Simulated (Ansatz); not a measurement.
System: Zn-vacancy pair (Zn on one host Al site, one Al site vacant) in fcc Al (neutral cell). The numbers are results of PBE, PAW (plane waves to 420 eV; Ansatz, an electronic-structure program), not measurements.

Cell of 32 host sites held at the relaxed PBE lattice; a 4×4×4 k-point mesh shifted by half a step; Fermi-Dirac width 0.10 eV, spin-restricted; finite-size errors left in. Energies are static. Forms of the defect that were not tried may lie lower.

Barriers: single points on a 6×6×6 k-point mesh shifted by half a step at the bands' geometries.

The step: a nearby Al atom hops onto the vacant site (Zn-vacancy distance between ideal sites 2.86 → 5.72 Å); the atom moves 2.78 Å along (0.00, -0.49, -0.49) of the unit cell; the moving atom starts with neighbours 4 Al at 2.82, 2 Al at 2.86, 5 Al at 2.88 Å and ends with 4 Al at 2.82, 2 Al at 2.86, 4 Al at 2.88; Zn at 2.90 Å.

Task: Give the migration barrier of this step at the level PBE, PAW.

Result: 0.58 eV forward and 0.54 eV backward. At the saddle the moving atom has neighbours 4 Al at 2.63, 4 Al at 3.12 Å. The saddle point's order was not checked, and it lies on a symmetry element of the cell, where a band can be held.
